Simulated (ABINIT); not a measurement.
Input and output of a self-consistent single point for HfAu (P4/nmm, 4 atoms in the cell) (ABINIT).

Computed with PBEsol, norm-conserving pseudopotentials (PseudoDojo nc-sr-04 PBEsol standard) (plane waves; ABINIT).

The change in words: lattice scaled by 0.98. Reference geometry:
```
HfAu
1.0
    3.48386     0.00000     0.00000
    0.00000     3.48386     0.00000
    0.00000     0.00000     6.32052
Hf Au
2 2
Direct
  0.00000   0.50000   0.85158
  0.50000   0.00000   0.14842
  0.00000   0.50000   0.37143
  0.50000   0.00000   0.62857
```

Reference input (self-consistent single point, DFT, PBEsol, plane waves, norm-conserving pseudopotentials (PseudoDojo nc-sr-04 PBEsol standard)): pseudos = [Hf.upf, Au.upf]; ecut = 38 Ha; ixc = -116133; occopt = 7; tsmear = 0.00367493 Ha; ngkpt = 8 8 4; nshiftk = 1; shiftk = 0 0 0; potentials = PseudoDojo nc-sr-04 PBEsol standard; nband = 40; kptopt = 1; nstep = 60. This run's input differs from it in these lines:

```diff
@@ -5,5 +5,5 @@
 rprim
-         3.4838600000    0.0000000000    0.0000000000
-         0.0000000000    3.4838600000    0.0000000000
-         0.0000000000    0.0000000000    6.3205200000
+         3.4141830000    0.0000000000    0.0000000000
+         0.0000000000    3.4141830000    0.0000000000
+         0.0000000000    0.0000000000    6.1941100000
 natom 4
```

Output (repeated stretches shortened):

```
--- !BeginCycle
solver: {iscf: 7, nstep: 60, nline: 4, wfoptalg: 0, }
tolerances: {toldfe: 1.00E-09, }
...

     iter   Etot(hartree)      deltaE(h)  residm     vres2
 ETOT  1  -406.51538271531    -4.065E+02 2.414E-01 1.145E+04
 ETOT  2  -406.67940242998    -1.640E-01 6.031E-02 1.143E+04
 ETOT  3  -407.67388236617    -9.945E-01 2.490E-02 2.090E+02
 ETOT  4  -407.68779893944    -1.392E-02 1.137E-02 1.471E+01
 ETOT  5  -407.68899212943    -1.193E-03 3.568E-03 2.731E-02
 ETOT  6  -407.68899723927    -5.110E-06 4.497E-03 1.028E-02
 ETOT  7  -407.68899795541    -7.161E-07 7.363E-04 3.716E-04
 ETOT  8  -407.68899798613    -3.072E-08 9.419E-04 4.672E-06
 ETOT  9  -407.68899798654    -4.076E-10 1.557E-04 2.649E-08
 ETOT 10  -407.68899798654    -3.752E-12 1.546E-04 5.584E-10
 At SCF step   10, etot is converged :
  for the second time, diff in etot=  3.752E-12 < toldfe=  1.000E-09

 Cartesian components of stress tensor (hartree/bohr^3)
  sigma(1 1)= -2.60584876E-04  sigma(3 2)=  0.00000000E+00
  sigma(2 2)= -2.60584876E-04  sigma(3 1)=  0.00000000E+00
  sigma(3 3)= -2.52689714E-04  sigma(2 1)=  0.00000000E+00

 ----iterations are completed or convergence reached----

 reduced coordinates (array xred) for    4 atoms
       0.000000000000      0.500000000000      0.851580000000
       0.500000000000      0.000000000000      0.148420000000
       0.000000000000      0.500000000000      0.371430000000
       0.500000000000      0.000000000000      0.628570000000
 cartesian forces (eV/Angstrom) at end:
    1     -0.00000000000000    -0.00000000000000     0.15739114688247
   [... lines left out ...]
 Fermi (or HOMO) energy (hartree) =   0.47814   Average Vxc (hartree)=  -0.48713
   [... lines left out ...]
total_energy        : -4.07688997986543E+02
total_energy_eV     : -1.10937818197106E+04
band_energy         : -3.89763778691552E+01
...

-Cartesian components of stress tensor (GPa)         [Pressure=  7.5892E+00 GPa]
- sigma(1 1)= -7.66667045E+00  sigma(3 2)=  0.00000000E+00
- sigma(2 2)= -7.66667045E+00  sigma(3 1)=  0.00000000E+00
- sigma(3 3)= -7.43438680E+00  sigma(2 1)=  0.00000000E+00

 Calculation completed.
```

The run converged in 10 iterations. Against the reference run the free energy goes up by 15.3 meV/atom, the pressure goes from -2.69 to 7.59 GPa and the largest force goes from 0.073 to 0.181 eV/Å.

The starting cell comes from a database of computed structures (which also holds hypothetical and non-ambient phases and stackings), without a prior relaxation at this level. For this run, on top of that: lattice scaled by 0.98. With a pressure of about 8 GPa the cell is away from its equilibrium volume at this level.

Cost on one core of a shared machine: roughly 6 min.
